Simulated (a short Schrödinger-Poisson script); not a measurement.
Solved with a short Schrödinger-Poisson script written for these runs: 1D Poisson equation in equilibrium, electrons quantum, Hartree (BenDaniel-Duke, 12 states a valley, the channel's in-plane mass for all, wave functions ending at the dielectric), parabolic valleys, classical holes, full ionisation, no traps, pinning or gate leakage.

System: symmetric double-gate stack, SiO2 on p-type Si(110), at 300 K.

From the gate side: 2.2 nm SiO2; 20 nm Si, acceptors 6e17 cm⁻³; 2.2 nm SiO2.

Constants are typed, rounded textbook-type inputs, not results; the design itself was drawn at random and stands for no fabricated device. SiO2: permittivity 3.9, conduction-band edge (eV) 3.15, gap (eV) 9, electron mass (mₑ) 0.5. Si: permittivity 11.7, conduction-band edge (eV) 0, gap (eV) 1.124, Nv at 300 K (cm⁻³) 3.1e19.

Channel valleys (confinement mass, in-plane density-of-states mass, number): Δ4 0.315, 0.324, 4; Δ2 0.19, 0.417, 2. At the gates, both at one voltage, the conduction-band edge of layer 1 lies 3.23 eV − eVg above the Fermi level of the channel. Gaps are held at their typed values at every temperature. Mesh 0.03 nm at interfaces.

### Question
Give the sheet density of all electrons at Vg = 1.5 V (cm⁻²); the gate voltage at 1e11 electrons/cm² (V); the sheet density of all electrons at Vg = 0.3 V (cm⁻²).

### Answer
sheet density of all electrons at Vg = 1.5 V (cm⁻²): 2.07e13; gate voltage at 1e11 electrons/cm² (V): 0.03; sheet density of all electrons at Vg = 0.3 V (cm⁻²): 2.66e12.
